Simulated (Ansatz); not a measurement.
System: interstitial Ti in rutile TiO2 (charge state +4). The step: several atoms move together, Ti the farthest; the atom moves 1.07 Å along (0.00, 0.00, -0.36) of the unit cell; the moving atom starts with neighbours 2 O at 1.86, 2 O at 1.88, 2 O at 2.17 Å and ends with 2 O at 1.87, 2 O at 1.88, 2 O at 2.16 Å. A PBE band in Ansatz (plane-wave PAW, one k-point at (0.250, 0.250, 0.250), 72 host sites, 49 SCF runs with any check of the saddle's order, static, no finite-size correction) gives a forward barrier of 0.17 eV. The saddle point's order was not checked, and it lies on a symmetry element of the cell, where a band can be held. The charge state is imposed; whether it is stable for some Fermi level was not computed. Sites that were not tried may lie lower.

Single points at the band's start and saddle point can refine it. Rough cost of one point, in units of the band's mean SCF on the same machine:

| Level | Cost of one point |
|---|---|
| PBE, a 2×2×2 k-point mesh shifted by half a step | about 4 |
| r2SCAN at 500 eV, one k-point at (0.250, 0.250, 0.250) | about 3 |

**Question.** Which of these move the barrier by more than 0.1 eV, and how far does each move it?

**Answer.** Not one does. PBE, a 2×2×2 k-point mesh shifted by half a step: +0.03 eV; r2SCAN at 500 eV, one k-point at (0.250, 0.250, 0.250): +0.05 eV. Each functional is compared with PBE at the same k-points.

Ansatz is a program for electronic structure.
